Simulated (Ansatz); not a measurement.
Consider BeSe in the zinc blende structure (space group F-43m, No. 216; a = 5.129 Å).

All numbers come from PBEsol (Ansatz, an electronic-structure program), spin-orbit coupling left out.

Before the change:

| Property | Value |
|---|---|
| Hole mass | 0.23, 0.46, 0.46 mₑ (at Γ) |
| Valley order | X along ⟨100⟩ 2.47 eV; Γ 4.28 eV; L along ⟨111⟩ 4.29 eV |

Now apply this change: an isotropic linear strain of +2.50 %; the atoms relax in the strained cell.

Task: Predict the new hole mass and valley order.

Result: The hole mass (degenerate bands, along [100]) becomes 0.22, 0.51, 0.51 mₑ (at Γ) (base: 0.23, 0.46, 0.46 mₑ (at Γ)); the valley order (the lowest conduction-band minima on the path, energy above the VBM, named in the base's zone) becomes X along ⟨100⟩ 2.62 eV; Γ 3.76 eV; L along ⟨111⟩ 4.04 eV (base: X along ⟨100⟩ 2.47 eV; Γ 4.28 eV; L along ⟨111⟩ 4.29 eV).

The levels and masses belong to the bands next to the band gap. Masses are band curvatures over ±0.01 Å⁻¹ around the edge. Stability against distortions was not tested.
